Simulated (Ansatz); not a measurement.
Worked calculations on one periodic cell of amorphous Zr20O45P2: Zr20O45P2, 67 atoms, volume 872.1 Å³, made by a melt-quench on the CHGNet potential and relaxed with DFT. O atoms were pushed apart under 1.9 Å during the dynamics, to hinder bonds among them. It is a model cell: composition and starting density were chosen by hand, and all elements were melted together. Cycles of charging were run to anneal it. These are PBE, scalar-relativistic without spin-orbit coupling (plane waves to 420 eV, PAW; Ansatz, a quantum-chemistry and plane-wave program) values and carry that method's errors. Sampling: a 2×2×2 Γ-centred mesh; Fermi-Dirac width 0.02 eV; no spin polarisation. Its volume was held where the quench left it, its shape was free, and it stands at a mean pressure of 0.9 GPa with stress components up to 1.0 GPa; the relaxation ran on the zone centre alone. Its density went from a set 4.96 to 4.96 g/cm³. The cell is small and was quenched far faster than a real film, so it is one sample of the glass.

**Question.** Count formal charges (Zr +4, O -2, P +5). What does the count lead one to expect at the Fermi level, and what does the calculation give?

**Answer.** 20 × (+4) + 45 × (-2) + 2 × (+5) = 0. The charges balance, so the anion-derived valence states can be full and a gap can open. On this mesh the highest filled and lowest empty level lie 3.71 eV apart, the PBE gap of this cell, with a localised state at one edge or both.

Four energies for an added electron at PBE on the zone centre alone (charged cells in a uniform background, spin-polarised): neutral at the neutral geometry -110822.580 eV; charged at the neutral geometry -110810.577 eV; charged and relaxed -110810.880 eV; neutral at the charged geometry -110822.061 eV.

**Question.** Find the two relaxation energies and their sum, the reorganisation energy.

**Answer.** On charging: -110810.577 − (-110810.880) = 0.303 eV. On discharging: -110822.061 − (-110822.580) = 0.519 eV. The sum is 0.822 eV. The carrier's level spreads over 7 of the 67 atoms' worth, so it counts as partly localised, most on one Zr atom with neighbours O 2.00 Å, O 2.01 Å, O 2.16 Å, O 2.17 Å, O 2.25 Å, O 2.30 Å (neutral geometry). The values are uncorrected: the image energy of a point charge in this cell, 2.84 × 14.40 / (2 × 9.6) = 2.1 eV before screening, is screened by electrons alone at the fixed geometry and by ions too after relaxing, and the carrier can be spread before it relaxes, so each term can be off by up to that value times 1/ε∞, some tenths of an eV. PBE's self-interaction favours spread-out carriers, so a hybrid can localise more.

Four energies for a hole at PBE on the zone centre alone (charged cells in a uniform background, spin-polarised): neutral at the neutral geometry -110822.580 eV; charged at the neutral geometry -110830.680 eV; charged and relaxed -110830.813 eV; neutral at the charged geometry -110822.007 eV.

**Question.** Find the two relaxation energies and their sum, the reorganisation energy.

**Answer.** On charging: -110830.680 − (-110830.813) = 0.133 eV. On discharging: -110822.007 − (-110822.580) = 0.573 eV. The sum is 0.706 eV. The carrier's level spreads over 4 of the 67 atoms' worth, so it counts as localised, most on one O atom with neighbours Zr 1.95 Å, Zr 2.04 Å (neutral geometry). The values are uncorrected: the image energy of a point charge in this cell, 2.84 × 14.40 / (2 × 9.6) = 2.1 eV before screening, is screened by electrons alone at the fixed geometry and by ions too after relaxing, and the carrier can be spread before it relaxes, so each term can be off by up to that value times 1/ε∞, some tenths of an eV. PBE's self-interaction favours spread-out carriers, so a hybrid can localise more.
